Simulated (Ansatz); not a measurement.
Cost and result by functional for the surface energy of the (001) surface of rutile TiO2 in its 1x1 cell (cut with top plane 2 O + Ti, bottom plane 2 O + Ti), outermost plane spacing 1.48 Å in the ideal cut, in Ansatz (plane waves, PAW). Single points on the PBE structure, on one kind of machine; costs are rough ratios of the slab run's core time (references not counted) to the cheapest single point. r2SCAN's cost holds its higher cutoff (500 against 420 eV). Differences are taken against HSE06 for comparison alone: no measured value is at hand, so the table doesn't rank accuracy. HSE06 ran on a coarser k-mesh, which lowers its cost and carries part of its shift.

Slab: 27 atoms, O18Ti9, 11.9 Å thick at the start; k 6x6x1, smearing 0.025 eV, dipole-corrected; all atoms relaxed; symmetry of the start imposed; no spin, no spin-orbit, no U. These notes are the PBE run's.

```csv
functional,relative cost,surface energy (J/m²),less HSE06 (J/m²)
PBEsol,1,1.52,-0.04
LDA,1,1.77,0.21
RPBE,1,1.03,-0.54
r2SCAN,2,1.64,0.08
HSE06,10,1.56,0.00
PBE (the relaxed run's value),–,1.29,-0.28
```

The values span 0.75 J/m², while the single points' costs differ by a factor of roughly 10. Differences are of unrounded values.

Ansatz is a quantum-chemistry and plane-wave program.
